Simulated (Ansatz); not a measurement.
Band structure of Bi2PdPt (P-3m1, 4 atoms in the cell).

```
CELL_PARAMETERS angstrom
      4.32899     0.00000     0.00000
     -2.16450     3.74901     0.00000
      0.00000     0.00000     5.62591
ATOMIC_POSITIONS crystal
  Bi 0.33333 0.66667 0.24488
  Bi 0.66667 0.33333 0.75512
  Pd 0.00000 0.00000 0.50000
  Pt 0.00000 0.00000 0.00000
```

Level of theory: LDA (PW92), default PAW files made with PBE (plane waves; Ansatz, a quantum-chemistry and plane-wave program).

Settings: basis.ecutwfc = 30.9 Ry; kpoints.mp_grid.grid = 7 7 5; hamiltonian.xc = lda; hamiltonian.pseudopotentials = {kind: paw} (the program's default PAW files); scf.occupations.method = gaussian; scf.occupations.width = 0.0147 Ry; kpoints.band_path.npoints = 10.

The starting cell comes from a database of computed structures (which also holds hypothetical and non-ambient phases and stackings), without a prior relaxation at this level. Spin-orbit coupling is off. Spin polarisation is off.

Levels in eV from the Fermi level, bands 29 to 36:
```tsv
point	29	30	31	32	33	34	35	36
Γ	-1.79	-1.79	0.45	0.53	0.53	2.43	2.52	2.95
M	-2.37	-2.27	-2.03	-1.90	-1.77	-1.36	1.85	4.22
K	-1.96	-1.84	-1.84	-1.41	-0.22	-0.22	0.36	0.36
A	-2.79	-2.79	-1.49	-1.10	2.03	2.03	2.63	2.63
L	-2.71	-2.59	-2.53	-2.36	0.34	0.99	1.25	1.35
H	-2.77	-2.77	-2.05	-2.05	-1.46	-1.46	4.18	4.18
```

Bands cross the Fermi level along this path, so the cell is metallic at this level.

Keys are those of Ansatz 0.2.
